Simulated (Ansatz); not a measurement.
Variants of one calculation on CaLa2SnO6 (P1, 10 atoms in the cell)

```yaml
crystal:
  lattice:
    - [3.00000, 1.73205, 4.77281]
    - [-3.00000, 1.73205, 4.77281]
    - [0.00000, -3.46410, 4.77281]
  atoms:
    - { symbol: Ca, position: [0.50557, 0.47562, 0.51369] }
    - { symbol: La, position: [0.76650, 0.76981, 0.76892] }
    - { symbol: La, position: [0.24363, 0.23498, 0.21588] }
    - { symbol: Sn, position: [0.99945, 0.00960, 0.99524] }
    - { symbol: O, position: [0.78042, 0.35009, 0.13756] }
    - { symbol: O, position: [0.21057, 0.65150, 0.88394] }
    - { symbol: O, position: [0.12487, 0.78060, 0.34630] }
    - { symbol: O, position: [0.86796, 0.22621, 0.64703] }
    - { symbol: O, position: [0.34185, 0.13011, 0.78339] }
    - { symbol: O, position: [0.65919, 0.87147, 0.20805] }
```

Base run A: HSE06, default PAW files made with PBE (Ansatz, an electronic-structure program), self-consistent single point.

Its settings: basis.ecutwfc = 420 eV; kpoints.mp_grid.grid = 2 2 2; hamiltonian.xc = hse06; hamiltonian.pseudopotentials = {kind: paw} (the program's default PAW files); scf.occupations.method = fermi_dirac; scf.occupations.width = 0.05 eV.

The starting cell comes from a database of computed structures (which also holds hypothetical and non-ambient phases and stackings), without a prior relaxation at this level. Its atoms were displaced at random from the sites of space group no. 148. In the base run, with a pressure of about -3 GPa the cell is away from its equilibrium volume at this level. In the base run, forces exceed 1 eV/Å. Ansatz's pressure includes its estimate of the finite-basis (Pulay) stress.

ΔF is the free energy per atom less that of run A. A dash stands where there is no value to compare (another energy zero or no entropy term, no result, no spin, no clean gap, or a mesh too coarse for one). Absolute energies have different zeros for different potentials, functionals, Hubbard and dispersion terms and are not compared across them.

Runs D sample the zone with one or two k-points, far too few for so small a cell.

Run A gave: pressure (GPa) -3.12; largest force (eV/Å) 1.673; gap on the mesh (eV) 5.402; k-points 8.

Runs:
- B: hamiltonian.xc: hse06 → pbesol [PBEsol]
- C: hamiltonian.xc: hse06 → pbe0 [PBE0]
- D: kpoints.mp_grid.grid: 2 2 2 → 1 1 1
- E: scf.convergence.dr2_threshold: default (1e-07 eV) → 1e-05 eV
- F: scf.mixing.algorithm: default (the program chose MSR1) → anderson; scf.mixing.beta: default → 0.02
- G: scf.mixing.algorithm: default (the program chose MSR1) → broyden
- H: scf.mixing.preconditioner: default (the program chose none) → kerker; scf.mixing.q_tf: default → 0.5

Problem. What does run D change against A?

Solution. The free energy goes up by 306 meV/atom, the pressure goes from -3.12 to 1.30 GPa, the largest force goes from 1.673 to 1.920 eV/Å and the gap on the mesh goes from 5.402 to 5.764 eV.

```tsv
run	ΔF (meV/atom)	pressure (GPa)	largest force (eV/Å)	gap on the mesh (eV)	k-points
A	0.00	-3.12	1.673	5.402	8
B	–	-3.91	1.543	3.667	8
C	–	-3.13	1.683	6.146	8
D	305.9	1.30	1.920	5.764	1
E	0.00	-3.12	1.673	5.402	8
F	0.00	-3.12	1.673	5.402	8
G	0.00	-3.12	1.673	5.402	8
H	0.00	-3.12	1.673	5.402	8
```

Keys are those of Ansatz 0.2.
